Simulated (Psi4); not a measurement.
Psi4 1.11, TPSS/def2-svp: Al(Me)3 ([CH3][Al]([CH3])[CH3]), 13 atoms. The geometry is a generated start, not checked to be a minimum at this level.

```json
{
  "task": "energy",
  "method": "tpss",
  "basis": "def2-svp",
  "memory": "3 GB",
  "maxiter": "100",
  "keys_of_the_molecule_block": "symmetry c1",
  "scf_type": "df (default)",
  "e_convergence": "1e-06 (default)",
  "d_convergence": "1e-06 (default)",
  "dft_radial_points": "75 (default)",
  "dft_spherical_points": "302 (default)",
  "basis_functions": "105",
  "grid_points": "280756"
}
```

```xyz
13

Al    -0.0077     0.0010     0.0064
C     -1.3996    -1.4187    -0.1723
H     -1.1395    -2.1693    -0.9257
H     -2.3715    -1.0090    -0.4739
H     -1.5631    -1.9698     0.7604
C     -0.1564     1.6915    -1.0442
H      0.6161     1.7672    -1.8168
H     -0.0454     2.5859    -0.4213
H     -1.1193     1.7824    -1.5595
C      1.5506    -0.2713     1.2211
H      1.9627     0.6750     1.5891
H      2.3797    -0.7948     0.7337
H      1.2935    -0.8702     2.1031
```

With the defaults (diis = true, scf_initial_accelerator = adiis, damping_percentage = 0, guess = auto, which took SAD, diis_max_vecs = 10, level_shift = 0, level_shift_cutoff = 0.01, diis_start = 1) it converges in 8 SCF iterations. One run each on 2 threads, with these changes:
- guess = modhuckel
- scf_initial_accelerator = ediis
- level_shift = 0.5, level_shift_cutoff = 0.001
- diis_max_vecs = 3
- diis_start = 4
- diis = false, scf_initial_accelerator = none, damping_percentage = 60
- diis_max_vecs = 6
- damping_percentage = 20
- guess = huckel

Problem. Name the settings that don't reach the solution of the defaults.

Solution. No convergence: diis = false, scf_initial_accelerator = none, damping_percentage = 60 (the run ends without SCF convergence in 100 iterations). The rest reach the solution of the defaults.

```csv
setting,SCF iterations,end
the defaults,8,same solution
scf_initial_accelerator = ediis,8,same solution
diis_max_vecs = 3,8,same solution
guess = modhuckel,8,same solution
diis_max_vecs = 6,8,same solution
"level_shift = 0.5, level_shift_cutoff = 0.001",8,same solution
guess = huckel,9,same solution
diis_start = 4,13,same solution
damping_percentage = 20,17,same solution
"diis = false, scf_initial_accelerator = none, damping_percentage = 60",100,no convergence
```
